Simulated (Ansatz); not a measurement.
Start from NaI in the CsCl type structure (space group Pm-3m, No. 221; a = 4.0398 Å; a hypothetical phase, not in the database extracts checked). Axes: x, y, z lie along the cube axes.

Method: r2SCAN (Ansatz, an electronic-structure program), no spin-orbit coupling.

Base values:

The volume per atom is 32.96 Å³ and the electron mass is 0.27 mₑ (at Γ).

The change: tensile biaxial strain of 1.56 % in the plane normal to [001], as in epitaxy on a mismatched substrate; the out-of-plane cell vector and the atoms relax.

Q: What happens to the volume per atom?

A: The volume per atom rises by 1.04 Å³ to 34.00 Å³.

Q: Predict the new electron mass.

A: The electron mass becomes 0.28 mₑ out of plane, 0.26 mₑ in plane (at Γ) (base: 0.27 mₑ (at Γ)).

Q: What happens to the energy relative to the base?

A: The energy increases by 2.6 meV/atom.

With I present, leaving out spin-orbit coupling can change the band edges. The levels and masses belong to the bands next to the band gap. Masses are band curvatures over ±0.01 Å⁻¹ around the edge. Stability against distortions was not tested.
